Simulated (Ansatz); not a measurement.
We consider Si (I4/mmm, No. 139, 4 atoms in the cell; start mp-999200; another form than the element's usual one), described by PBEsol (PAW; Ansatz, a quantum-chemistry and plane-wave program).

Run with plane-wave cutoff 520 eV, 10×10×10 k mesh, Fermi–Dirac smearing 0.01 eV, scalar-relativistic PAW data made under PBE.

The cell is the one relaxed with PBEsol. Conventional cell: a = 6.6446 Å, b = 6.6446 Å, c = 3.8375 Å, α = 90.00°, β = 90.00°, γ = 90.00°.

```
Si
1.0
   -3.32231     3.32231     1.91873
    3.32231    -3.32231     1.91873
    3.32231     3.32231    -1.91873
Si
4
Direct
  0.17873   0.17873   0.35746
  0.82127   0.82127   0.64254
  0.17873   0.82127   0.00000
  0.82127   0.17873   0.00000
```

Task: List the 9 lowest band energies at Γ above −25 eV (eV, relative to the valence band maximum), grouping those that round alike.

Result: At Γ: -12.10, -7.84, -5.60 (×2), -3.81, -1.49 (×2), -0.56, 1.37.

A start named mp-… is a Materials Project structure, which need not be a measured phase.
